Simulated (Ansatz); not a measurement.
**By hand: reaction energy**

This concerns the reaction energy. Reaction: GaN (wurtzite) + Al (fcc) → AlN (wurtzite) + Ga (Cmce). A negative value means that the right-hand side lies lower.

AlN (wurtzite, P6₃mc), 4 atoms in the cell. Conventional cell: a = b = 3.130 Å, c = 5.017 Å, α = β = 90.00°, γ = 120.00°.

GaN (wurtzite, P6₃mc), 4 atoms in the cell. Conventional cell: a = 3.219 Å, b = 3.219 Å, c = 5.243 Å, α = 90.00°, β = 90.00°, γ = 120.00°.

Ansatz (a first-principles code) with PAW potentials; structures come from PBE relaxations, nuclei static, no net charge. Ansatz runs with its PAW set soft_1. Other levels take these structures. The lattices are those relaxed with PBE, so at other levels the solids can be strained. A dispersion term (D3(BJ), or D4 for r2SCAN) was computed beside these levels and is taken off wherever the name lacks it.

Total energies of the cells in eV, at zero smearing width. They compare only within one column; the weights balance every element.

| cell | atoms | weight | r2SCAN |
|---|---|---|---|
| AlN (wurtzite) | 4 | +2 | -1856.95859 |
| Ga (Cmce) | 4 | +1 | -15161.04051 |
| GaN (wurtzite) | 4 | −2 | -8352.75001 |
| Al (fcc) | 1 | −4 | -540.40807 |

r2SCAN: 2 × (-1856.95859) + (-15161.04051) − 2 × (-8352.75001) − 4 × (-540.40807) = -7.825 eV; dividing by 4 gives -1.96 eV.

What follows from the r2SCAN value: Per mole of the reaction as written, -1.956 eV × 96.485 = -188.7 kJ.
